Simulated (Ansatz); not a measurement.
The reference is MgO in the rock salt structure (space group Fm-3m, No. 225; a = 4.204 Å). Axes: x, y, z lie along the cube axes.

All numbers come from Kohn–Sham DFT with the r2SCAN functional, run in Ansatz (an electronic-structure program) with PAW and 500 eV plane waves, no SOC.

Before the change:

The electron mass comes out as 0.36 mₑ (at Γ).

Modification: compressive biaxial strain of 1.25 % in the plane normal to [111], as in epitaxy on a mismatched substrate; the out-of-plane cell vector and the atoms relax.

Problem. Predict the new electron mass.

Solution. The electron mass goes from 0.36 mₑ (at Γ) to 0.37 mₑ (at Γ).

Problem. Estimate the effect on the ratio −ε⊥/ε∥.

Solution. The ratio −ε⊥/ε∥ is 0.33.

The levels and masses belong to the bands next to the band gap. Effective masses come from finite differences of ±0.01 Å⁻¹. Whether these cells are dynamically stable was not tested.
